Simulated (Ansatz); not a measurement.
What pressure −1 GPa does to GeS

Consider GeS in the GeS type structure (space group Pnma, No. 62; a = 10.661 Å, b = 3.681 Å, c = 4.356 Å; layered, stacked along the Cartesian x axis).

It is then changed as follows: hydrostatic tension (pressure −1 GPa).

The values are results of PBE-D3(BJ) (Ansatz, an electronic-structure program; PAW; 420 eV plane waves; no spin-orbit coupling), not measurements. Settings: 3×9×8 k-points, 0.05 eV Fermi–Dirac smearing.

```tsv
quantity	base	changed	shift
volume per atom	21.37 Å³	21.78 Å³	+0.41 Å³
density	4.07 g/cm³	3.99 g/cm³	-0.08 g/cm³
shortest interatomic distance	2.462 Å	2.464 Å	+0.002 Å
enthalpy H = E + PV relative to the base's energy	–	-0.13 eV/atom	–
band gap	1.24 eV	1.27 eV	+0.037 eV
width of the top valence band	1.40 eV	1.38 eV	-0.02 eV
valence-band top at Γ (three highest levels, from the VBM)	–	0.00, -0.70, -0.81 eV	–
```

Cost of the whole job for the changed cell (relaxation, final SCF and bands): roughly 2.7 core-minutes.

Load acts through the strain it causes; cell and atoms are relaxed under it. Stability against distortions was not tested. The D3 term's C6 switches between coordination references near this geometry, which can add small steps to energies.
